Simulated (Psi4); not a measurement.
Psi4 1.11, unrestricted HF/def2-svp: [TeH], charge 0, multiplicity 2, 2 atoms. The geometry is a generated start, not checked to be a minimum at this level.

| Item | Value |
|---|---|
| task | energy |
| method | scf |
| basis | def2-svp |
| memory | 3 GB |
| maxiter | 100 |
| keys of the molecule block | symmetry c1 |
| scf_type | df (default) |
| scf_initial_accelerator | adiis (default) |
| e_convergence | 1e-06 (default) |
| d_convergence | 1e-06 (default) |
| effective core potentials | those of the basis set, past Kr |
| basis functions | 31 |

```xyz
2

Te     0.0346    -0.0188    -0.8240
H     -0.0346     0.0188     0.8240
```

Charge 0 and multiplicity 2 are set for this test and not shown to be the ground state.

With the defaults (damping_percentage = 0, guess = auto, which took SAD, soscf = false, level_shift = 0, level_shift_cutoff = 0.01, diis_max_vecs = 10) it converges in 9 SCF iterations. One run each on 2 threads, with these changes:
- guess = core
- diis_max_vecs = 6
- damping_percentage = 60
- guess = sap
- damping_percentage = 20
- level_shift = 0.5, level_shift_cutoff = 0.001
- soscf = true
- guess = modhuckel
- guess = gwh

### Question
Which runs fail or end elsewhere than the default run?

### Answer
No convergence: damping_percentage = 60 (the run ends without SCF convergence in 100 iterations). The rest reach the solution of the defaults.

| setting | SCF iterations | JK calls | end |
|---|---|---|---|
| soscf = true | 6 | 22 | same solution |
| the defaults | 9 | 10 | same solution |
| guess = gwh | 10 | 10 | same solution |
| level_shift = 0.5, level_shift_cutoff = 0.001 | 10 | 11 | same solution |
| diis_max_vecs = 6 | 10 | 11 | same solution |
| guess = modhuckel | 11 | 21 | same solution |
| guess = sap | 11 | 11 | same solution |
| guess = core | 11 | 11 | same solution |
| damping_percentage = 20 | 15 | 16 | same solution |
| damping_percentage = 60 | 100 | 101 | no convergence |

An SOSCF iteration holds several JK calls; a Hückel guess adds calls on atoms.
